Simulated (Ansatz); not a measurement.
Effect of uniaxial strain ε_zz = −1.20 % on KTaO3

Start from KTaO₃ in the cubic perovskite structure (space group Pm-3m, No. 221; a = 3.985 Å). Axes: x, y, z lie along the cube axes.

Now apply this change: uniaxial strain ε_zz = −1.20 %, all other strain components held at zero, atoms relaxed at fixed cell.

Computed with PBEsol, PAW, 420 eV (Ansatz, a first-principles code; no spin-orbit coupling). k-mesh 8×8×8 (Γ-centred); smearing 0.05 eV (Fermi–Dirac).

The space group changes from Pm-3m (No. 221) to P4/mmm (No. 123) and the shortest interatomic distance shrinks by 0.024 Å, from 1.993 Å to 1.969 Å. The energy increases by 2.7 meV/atom and the pressure (mean of the normal stresses, compression positive) goes from zero to 2.57 GPa. The band gap remains 2.14 eV and the gap character is indirect, A → Γ. The smallest direct gap is nearly the same (2.75 eV against 2.74 eV) and the stress (xx, yy, zz, yz, xz, xy; compression positive) amounts to (0.96, 0.96, 5.80, 0.00, 0.00, 0.00) GPa.

Cost of the whole job for the changed cell (relaxation, final SCF and bands): about 16 core-seconds (a rough figure).

With Ta present, leaving out spin-orbit coupling can change the band edges. Stability against distortions was not tested. k-point labels follow each cell's own Brillouin zone.
